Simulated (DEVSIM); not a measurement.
Device: W/SiO2/n-Si capacitor, at 300 K.

```csv
layer (left to right),material,thickness (nm),Nd (cm⁻³)
1,SiO2,2.50,-
2,Si,2800,4.3e16
```

Metal gate on the left, work function 4.6 eV. Fixed charge at the semiconductor interface 0 cm⁻² (in units of +e); no interface traps.

Constants are typed, rounded textbook-type inputs, not results; the design itself was drawn at random and stands for no fabricated device. Values at 300 K.

| parameter | SiO2 | Si |
|---|---|---|
| gap (eV) | 9 | 1.124 |
| affinity (eV) | 0.9 | 4.05 |
| permittivity | 3.9 | 11.7 |
| Nc (cm⁻³) | - | 2.86e19 |
| Nv (cm⁻³) | - | 3.1e19 |

Model (solved in DEVSIM): 1D Poisson equation in equilibrium, Boltzmann statistics, complete ionisation; no quantum confinement or tunnelling. Metal contacts follow the ideal Schottky-Mott rule: no Fermi-level pinning, no interface dipoles.

### Question
Tabulate band edges, carrier densities and field at -0.2 V on the gate.

### Answer
Energies count from the Fermi level of the right contact; mesh points crowd at the junctions.

```csv
x (μm),Ec (eV),Ev (eV),n (cm⁻³),p (cm⁻³),field (V/cm)
0.000,3.900,-5.100,< 1e2,< 1e2,-240000
0.0008517,3.879,-5.121,< 1e2,< 1e2,-240000
0.001705,3.858,-5.141,< 1e2,< 1e2,-240000
0.002540,0.689,-0.435,7.6e7,1.5e12,-81000
0.004440,0.674,-0.450,1.4e8,8.4e11,-80000
0.007654,0.648,-0.476,3.7e8,3.2e11,-78000
0.01420,0.599,-0.525,2.5e9,4.7e10,-73000
0.03454,0.463,-0.661,4.7e11,2.5e8,-60000
0.06897,0.297,-0.827,3.0e14,390000,-37000
0.1391,0.176,-0.948,3.2e16,3700,-3800
0.2819,0.168,-0.956,4.3e16,2700,≈ 0
0.7015,0.168,-0.956,4.3e16,2700,≈ 0
1.403,0.168,-0.956,4.3e16,2700,≈ 0
2.116,0.168,-0.956,4.3e16,2700,≈ 0
2.537,0.168,-0.956,4.3e16,2700,≈ 0
2.673,0.168,-0.956,4.3e16,2700,≈ 0
2.739,0.168,-0.956,4.3e16,2700,≈ 0
2.772,0.168,-0.956,4.3e16,2700,≈ 0
2.791,0.168,-0.956,4.3e16,2700,≈ 0
2.798,0.168,-0.956,4.3e16,2700,≈ 0
2.801,0.168,-0.956,4.3e16,2700,≈ 0
2.803,0.168,-0.956,4.3e16,2700,≈ 0
```
